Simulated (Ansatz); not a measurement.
Worked calculations on one periodic cell of amorphous Si$_{24}$O$_{49}$Ag$_{2}$: Si24O49Ag2, 75 atoms, volume 1135.8 Å³, made by a melt-quench on the CHGNet potential and relaxed with DFT. O atoms were pushed apart under 1.9 Å during the dynamics, to hinder bonds among them. It is a model cell: composition and starting density were chosen by hand, and all elements were melted together. Cycles of charging were run to anneal it. These are PBE, scalar-relativistic without spin-orbit coupling (plane waves to 420 eV, PAW; Ansatz, a program for electronic structure) values and carry that method's errors. Sampling: a 2×2×2 Γ-centred mesh; Fermi-Dirac width 0.02 eV; no spin polarisation. Its volume was held where the quench left it, its shape was free, and it stands at a mean pressure of -1.1 GPa with stress components up to 1.1 GPa; the relaxation ran on the zone centre alone. Its density went from a set 2.45 to 2.45 g/cm³. The cell is small and was quenched far faster than a real film, so it is one sample of the glass.

Four energies for an added electron at PBE on the zone centre alone (charged cells in a uniform background, spin-polarised): neutral at the neutral geometry -58318.497 eV; charged at the neutral geometry -58312.690 eV; charged and relaxed -58313.272 eV; neutral at the charged geometry -58318.019 eV.

Task: Find the two relaxation energies and their sum, the reorganisation energy.

Result: On charging: -58312.690 − (-58313.272) = 0.582 eV. On discharging: -58318.019 − (-58318.497) = 0.478 eV. The sum is 1.060 eV. The carrier's level spreads over 4 of the 75 atoms' worth, so it counts as localised, most on one Ag atom with neighbours O 2.36 Å, O 2.47 Å, Ag 2.86 Å (neutral geometry). The values are uncorrected: the image energy of a point charge in this cell, 2.84 × 14.40 / (2 × 10.4) = 2.0 eV before screening, is screened by electrons alone at the fixed geometry and by ions too after relaxing, and the carrier can be spread before it relaxes, so each term can be off by up to that value times 1/ε∞, some tenths of an eV. PBE's self-interaction favours spread-out carriers, so a hybrid can localise more.

Four energies for a hole at PBE on the zone centre alone (charged cells in a uniform background, spin-polarised): neutral at the neutral geometry -58318.497 eV; charged at the neutral geometry -58320.552 eV; charged and relaxed -58321.073 eV; neutral at the charged geometry -58318.016 eV.

Task: Find the two relaxation energies and their sum, the reorganisation energy.

Result: On charging: -58320.552 − (-58321.073) = 0.521 eV. On discharging: -58318.016 − (-58318.497) = 0.481 eV. The sum is 1.002 eV. The carrier's level spreads over 5 of the 75 atoms' worth, so it counts as localised, most on one Ag atom with neighbours O 2.00 Å, O 2.02 Å, Ag 2.86 Å (neutral geometry). The values are uncorrected: the image energy of a point charge in this cell, 2.84 × 14.40 / (2 × 10.4) = 2.0 eV before screening, is screened by electrons alone at the fixed geometry and by ions too after relaxing, and the carrier can be spread before it relaxes, so each term can be off by up to that value times 1/ε∞, some tenths of an eV. PBE's self-interaction favours spread-out carriers, so a hybrid can localise more.
